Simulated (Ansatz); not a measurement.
# A computed series for SnO: response to strain

Start from SnO in the litharge type structure (space group P4/nmm, No. 129; a = 3.793 Å, c = 4.764 Å; layered, stacked along the Cartesian z axis). Axes: x, y, z lie along a, b, c of the conventional cell.

Strains are applied to the cell and any free atomic positions relax.

Computed with r2SCAN+rVV10 (Ansatz, a first-principles code, PAW, no spin-orbit coupling).

Task: Only one of these has a band gap. Which?
A) uniaxial strain ε_zz = −2.07 %
B) isotropic strain −5.80 %
C) isotropic strain +2.51 %

Result: C, isotropic strain +2.51 %. Computed: uniaxial strain ε_zz = −2.07 %: zero; isotropic strain +2.51 %: 0.67 eV; isotropic strain −5.80 %: zero

The mesh was chosen for an insulator and is coarse for the gapless case. Stability against distortions was not tested. All final runs are without spin polarisation. The zero or small gap of SnO can change with the level of theory.
